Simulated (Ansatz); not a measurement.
Sn on the 1x1 (110) surface of bcc W, one in a 3x3 cell, energies for each (64.5 Å²). Energies are against an atom of beta tin, without zero-point or thermal terms; each row is named by its start.

All values below come from PBE (plane waves to 420 eV, PAW; Ansatz, a quantum-chemistry and plane-wave program).

Set-up: 37 atoms, 6.6 Å thick at the start under the adsorbate (thin: gaps and levels are the slab's own); mesh 4x4x1; 0.1 eV smearing; dipole correction on; 18 atoms held, the rest relaxed; each run with such symmetry as its start has; spin where the adsorbate may keep a moment, no spin-orbit, no U, no dispersion correction.

A negative adsorption energy means that the adsorbate is more stable on the surface than in its reference. Starts that drift may end in the same place. Heights count from the host atoms within 0.3 Å of the top one.

| starting site | E_ads (eV) | height (Å) | nearest host atom (Å) | bonded to | Δ work function (eV) | lateral drift (Å) | moment (μB) |
|---|---|---|---|---|---|---|---|
| top W | -0.40 | 2.63 | W 2.65 | W | … | 0.0 | 0.0 |
| hollow W-W-W | … | … | W 2.79 | 4 W | … | 0.6 | – |

Task: Complete the blanks.

Result: 
- top W, Δ work function (eV): -0.38
- hollow W-W-W, E_ads (eV): -1.22
- hollow W-W-W, height (Å): 2.23
- hollow W-W-W, Δ work function (eV): -0.14
